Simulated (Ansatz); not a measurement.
Worked example: self-consistent single point of a (001) slab of CoSn (cut from a parent of space group no. 191; 12 atoms in the cell) in Ansatz (an electronic-structure program).

Level of theory: LDA (PW92), default PAW files made with PBE (plane waves; Ansatz).

The change in words: vacuum of 6 angstrom (first run: 14 Å); efield.axis: default → 3; efield.dipole_correction: default → true. Reference geometry:
```xyz
12
Lattice="5.2198 0.0000 0.0000 -2.6099 4.5205 0.0000 0.0000 0.0000 20.2500" Properties=species:S:1:pos:R:3 pbc="T T T"
Co    -1.3050     2.2602     9.0834
Co     2.6099     0.0000     9.0834
Co     1.3050     2.2602     9.0834
Sn     2.6099     1.5068     7.0000
Sn     0.0000     3.0137     7.0000
Sn     0.0000     0.0000     9.0834
Co    -1.3050     2.2602    13.2500
Co     2.6099     0.0000    13.2500
Co     1.3050     2.2602    13.2500
Sn     2.6099     1.5068    11.1667
Sn     0.0000     3.0137    11.1667
Sn     0.0000     0.0000    13.2500
```

Reference input (self-consistent single point, DFT, LDA (PW92), plane waves, default PAW files made with PBE): basis.ecutwfc = 30.9 Ry; kpoints.mp_grid.grid = 4 4 1; hamiltonian.xc = lda; hamiltonian.pseudopotentials = {kind: paw} (the program's default PAW files); scf.occupations.method = gaussian; scf.occupations.width = 0.0073 Ry. This run's input differs from it in these lines:

Ansatz 0.2 input:
```diff
@@ -5,16 +5,16 @@
     - [-2.609905, 4.520488, 0.000000]
-    - [0.000000, 0.000000, 20.250000]
+    - [0.000000, 0.000000, 12.250000]
   atoms:
-    - { symbol: Co, position: [0.000000, 0.500000, 0.448563] }
-    - { symbol: Co, position: [0.500000, 0.000000, 0.448563] }
-    - { symbol: Co, position: [0.500000, 0.500000, 0.448563] }
-    - { symbol: Sn, position: [0.666667, 0.333333, 0.345679] }
-    - { symbol: Sn, position: [0.333333, 0.666667, 0.345679] }
-    - { symbol: Sn, position: [0.000000, 0.000000, 0.448563] }
-    - { symbol: Co, position: [0.000000, 0.500000, 0.654321] }
-    - { symbol: Co, position: [0.500000, 0.000000, 0.654321] }
-    - { symbol: Co, position: [0.500000, 0.500000, 0.654321] }
-    - { symbol: Sn, position: [0.666667, 0.333333, 0.551442] }
-    - { symbol: Sn, position: [0.333333, 0.666667, 0.551442] }
-    - { symbol: Sn, position: [0.000000, 0.000000, 0.654321] }
+    - { symbol: Co, position: [1.000000, 0.500000, 0.414971] }
+    - { symbol: Co, position: [0.500000, 0.000000, 0.414971] }
+    - { symbol: Co, position: [0.500000, 0.500000, 0.414971] }
+    - { symbol: Sn, position: [0.666667, 0.333333, 0.244898] }
+    - { symbol: Sn, position: [0.333333, 0.666667, 0.244898] }
+    - { symbol: Sn, position: [0.000000, 0.000000, 0.414971] }
+    - { symbol: Co, position: [1.000000, 0.500000, 0.755102] }
+    - { symbol: Co, position: [0.500000, 0.000000, 0.755102] }
+    - { symbol: Co, position: [0.500000, 0.500000, 0.755102] }
+    - { symbol: Sn, position: [0.666667, 0.333333, 0.585037] }
+    - { symbol: Sn, position: [0.333333, 0.666667, 0.585037] }
+    - { symbol: Sn, position: [0.000000, 0.000000, 0.755102] }
 basis:
@@ -26,2 +26,5 @@
   pseudopotentials: { kind: paw }
+efield:
+  axis: 3
+  dipole_correction: true
 scf:
@@ -31,3 +34,2 @@
   eigenvalues: true
-  stress: true
```

Output (repeated stretches shortened):

```
SCF iter   1: F=—  HF=-65651.158733 eV  |F-HF|=—  |Δ(HF+E_count)|=         —  Δρ=1.60e-2  dr2=6.28e-1  ethr=1.77e-3  p=-0.045 e·Å  D=-2.79e-2 V/Å  ΔV_dip=0.34 eV  dr2_dipole=2.40e-1  V_vac-E_F(+/−)=4.14/4.12 eV  ⟨swp⟩=6.5  Hψ=1671  notcnv=0  defer=6
all-band conjugate gradients solve this SCF's bands
efield: sawtooth ramp at fractional position 0.9500 (placed from the atoms, in the widest stretch of the axis that holds none …
   [... lines left out ...]
WARN: efield: at this solve's end the planar-averaged density reaches 4.08e-2 e/Å³ inside the ramp window [0.8684, 0.1316] (bound 1e-5 e/Å³) …
SCF 1 converged in 13 iterations: F = -65651.084226 eV  dr2 = 1.01e-8
Free energy (F): -65651.084226 eV
Internal energy: -65650.949689 eV  (E = F + TS)
E sigma→0 (E₀):  -65651.016958 eV
Entropy (-TS):   -0.134537 eV (-11.211 meV/atom)
Fermi energy:    8.681548 eV
Dipole field:    D = -0.034556 V/Å  (p = -0.055200 e·Å, saw-weighted, corrected)
Work function:   Φ+ = withheld (plateau slope 4.9e0 eV/Å)   Φ− = withheld (plateau slope 3.2e0 eV/Å)
Levels:          The Fermi level and band energies are counted from a zero that moves with the ramp; work functions are not
Vacuum region:   at the solve's end the planar-averaged density reaches 4.08e-2 e/Å³ inside the ramp window [0.8684, 0.1316] (bound 1e-5 e/Å³)
--- Forces (eV/Å), atoms counted from 1 ---
  atom   1  Co     0.00000000     0.00000000     0.39729022
   [... lines left out ...]
  atom   6  Sn     0.00000000     0.00000000    -0.14629358
  atom   7  Co     0.00000000     0.00000000    -0.77331793
  atom   8  Co    -0.00000000     0.00000000    -0.77331793
  atom   9  Co     0.00000000     0.00000000    -0.77331793
  atom  10  Sn     0.00000000     0.00000000     0.34255036
  atom  11  Sn    -0.00000000    -0.00000000     0.34255036
  atom  12  Sn     0.00000000     0.00000000     1.01552545
```

The run converged in 13 iterations. Against the reference run the free energy drops by 1.1 meV/atom and the largest force hardly changes (1.012 to 1.016 eV/Å).

The starting cell comes from a database of computed structures (which also holds hypothetical and non-ambient phases and stackings), without a prior relaxation at this level. The slab is cut from that crystal, and its faces are unrelaxed. Its lattice was rescaled by up to half a per cent. Spin polarisation is off. Forces in this geometry exceed 1 eV/Å.
